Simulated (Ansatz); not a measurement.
The band gap in a series of structures.

Cell A: Cu12Sb4S13 (I-43m), 29 atoms in the cell; this is a cell whose start was taken from, or built on, an entry of a structure database, and that this text hasn't matched to a measured one; spin state with r2SCAN: run without spin, k-point mesh 5×5×5 on the run's own vectors.
```xyz
29
Lattice="-5.1535 5.1535 5.1535 5.1535 -5.1535 5.1535 5.1535 5.1535 -5.1535" Properties=species:S:1:pos:R:3 pbc="T T T"
Cu     5.1535     2.5768     0.0000
Cu     0.0000     2.5768     5.1535
Cu     2.5768     5.1535     0.0000
Cu     2.5768     0.0000     5.1535
Cu     0.0000     5.1535     2.5768
Cu     5.1535     0.0000     2.5768
Cu     0.0000     2.2884     0.0000
Cu     0.0000     8.0187     0.0000
Cu     8.0187     0.0000     0.0000
Cu     2.2884     0.0000     0.0000
Cu     0.0000     0.0000     8.0187
Cu     0.0000     0.0000     2.2884
Sb     7.5125     2.7946     2.7946
Sb     2.3590     2.3590     2.3590
Sb     7.9481    -2.3590     2.3590
Sb     2.7946    -2.7946     2.7946
S      6.3508    -1.3912     3.9563
S      1.1972     6.5447     1.1972
S     -1.1972     3.7624     1.1972
S      3.9563     1.3912     3.9563
S      1.3912     3.9563     3.9563
S      3.7624     1.1972    -1.1972
S      6.5447     1.1972     1.1972
S      3.7624    -1.1972     1.1972
S      1.1972     1.1972     6.5447
S      1.1972    -1.1972     3.7624
S      3.9563     3.9563     1.3912
S      3.9563     6.3508    -1.3912
S      0.0000     0.0000     0.0000
```

Cell B: ZnCu11Sb4S13 (I-4), 29 atoms in the cell; this is a cell whose start was taken from, or built on, an entry of a structure database, and that this text hasn't matched to a measured one; spin state with r2SCAN: run without spin, k-point mesh 5×5×5 on the run's own vectors.
```yaml
crystal:
  lattice:
    - [-5.17114, 5.17114, 5.15355]
    - [5.17114, -5.17114, 5.15355]
    - [5.17114, 5.17114, -5.15355]
  atoms:
    - { symbol: Zn, position: [0.75000, 0.25000, 0.50000] }
    - { symbol: Cu, position: [0.25000, 0.75000, 0.50000] }
    - { symbol: Cu, position: [0.49641, 0.74657, 0.24733] }
    - { symbol: Cu, position: [0.49924, 0.24908, 0.75267] }
    - { symbol: Cu, position: [0.75092, 0.50359, 0.25016] }
    - { symbol: Cu, position: [0.25343, 0.50076, 0.74984] }
    - { symbol: Cu, position: [0.77830, 0.77830, 0.00000] }
    - { symbol: Cu, position: [0.22170, 0.22170, 0.00000] }
    - { symbol: Cu, position: [0.99681, 0.77883, 0.77642] }
    - { symbol: Cu, position: [0.00241, 0.22039, 0.22358] }
    - { symbol: Cu, position: [0.77961, 0.00319, 0.78202] }
    - { symbol: Cu, position: [0.22117, 0.99759, 0.21798] }
    - { symbol: Sb, position: [0.99878, 0.45892, 0.00410] }
    - { symbol: Sb, position: [0.00532, 0.00122, 0.46014] }
    - { symbol: Sb, position: [0.45483, 0.99468, 0.99590] }
    - { symbol: Sb, position: [0.54108, 0.54517, 0.53986] }
    - { symbol: S, position: [0.51977, 0.75090, 0.00047] }
    - { symbol: S, position: [0.48070, 0.48023, 0.23113] }
    - { symbol: S, position: [0.75043, 0.51930, 0.99953] }
    - { symbol: S, position: [0.24910, 0.24957, 0.76887] }
    - { symbol: S, position: [0.99998, 0.75142, 0.51952] }
    - { symbol: S, position: [0.76736, 0.24783, 0.24424] }
    - { symbol: S, position: [0.00359, 0.52312, 0.75576] }
    - { symbol: S, position: [0.23190, 0.48046, 0.48048] }
    - { symbol: S, position: [0.51954, 0.00002, 0.75144] }
    - { symbol: S, position: [0.47688, 0.23264, 0.48047] }
    - { symbol: S, position: [0.75217, 0.99641, 0.51953] }
    - { symbol: S, position: [0.24858, 0.76810, 0.24856] }
    - { symbol: S, position: [0.00000, 0.00000, 0.00000] }
```

Cell C: Zn2Cu10Sb4S13 (I-42m), 29 atoms in the cell; this is a cell whose start was taken from, or built on, an entry of a structure database, and that this text hasn't matched to a measured one; spin state with r2SCAN: run without spin, k-point mesh 5×5×5 on the run's own vectors.
```yaml
crystal:
  lattice:
    - [-5.17202, 5.17202, 5.18302]
    - [5.17202, -5.17202, 5.18302]
    - [5.17202, 5.17202, -5.18302]
  atoms:
    - { symbol: Zn, position: [0.75000, 0.25000, 0.50000] }
    - { symbol: Zn, position: [0.25000, 0.75000, 0.50000] }
    - { symbol: Cu, position: [0.50000, 0.74831, 0.24831] }
    - { symbol: Cu, position: [0.50000, 0.25169, 0.75169] }
    - { symbol: Cu, position: [0.74831, 0.50000, 0.24831] }
    - { symbol: Cu, position: [0.25169, 0.50000, 0.75169] }
    - { symbol: Cu, position: [0.77991, 0.77991, 0.00000] }
    - { symbol: Cu, position: [0.22009, 0.22009, 0.00000] }
    - { symbol: Cu, position: [0.00000, 0.77953, 0.77953] }
    - { symbol: Cu, position: [0.00000, 0.22047, 0.22047] }
    - { symbol: Cu, position: [0.77953, 0.00000, 0.77953] }
    - { symbol: Cu, position: [0.22047, 0.00000, 0.22047] }
    - { symbol: Sb, position: [0.99239, 0.45575, 0.00000] }
    - { symbol: Sb, position: [0.00761, 0.00761, 0.46336] }
    - { symbol: Sb, position: [0.45575, 0.99239, 0.00000] }
    - { symbol: Sb, position: [0.54425, 0.54425, 0.53664] }
    - { symbol: S, position: [0.52095, 0.74979, 0.00000] }
    - { symbol: S, position: [0.47905, 0.47905, 0.22884] }
    - { symbol: S, position: [0.74979, 0.52095, 0.00000] }
    - { symbol: S, position: [0.25021, 0.25021, 0.77116] }
    - { symbol: S, position: [0.99645, 0.75229, 0.51960] }
    - { symbol: S, position: [0.76731, 0.24771, 0.24416] }
    - { symbol: S, position: [0.00355, 0.52315, 0.75584] }
    - { symbol: S, position: [0.23269, 0.47685, 0.48040] }
    - { symbol: S, position: [0.52315, 0.00355, 0.75584] }
    - { symbol: S, position: [0.47685, 0.23269, 0.48040] }
    - { symbol: S, position: [0.75229, 0.99645, 0.51960] }
    - { symbol: S, position: [0.24771, 0.76731, 0.24416] }
    - { symbol: S, position: [0.00000, 0.00000, 0.00000] }
```

Plane-wave PAW calculations with Ansatz (an electronic-structure program), its default PAW set, cutoff 500 eV. The structures are at rest with r2SCAN. Neutral cells; Fermi-Dirac smearing of at most 0.05 eV in the solids, energies taken to zero width. Larger cells are relaxed on a coarser mesh till forces fall under 0.03 eV/Å, which some starts already meet. No structure search was made; lower ones may exist. Spin-orbit coupling is left out. No Hubbard U is applied. A dispersion term ran beside these levels; it doesn't touch the electrons. Gaps are highest filled to lowest empty Kohn-Sham level on the run's k-point mesh, states of defects and surfaces included; edges off the mesh make the true gap smaller, and under 0.08 eV counts as none; a gap is called direct where the least direct separation is within 0.02 eV of it.

Question: Give the band gap (eV) at the level r2SCAN, cell by cell.

Answer: 
```
system  r2SCAN
------  ------
A         none
B         none
C         1.21
```

With r2SCAN the value is lowest for A and B and highest for C.
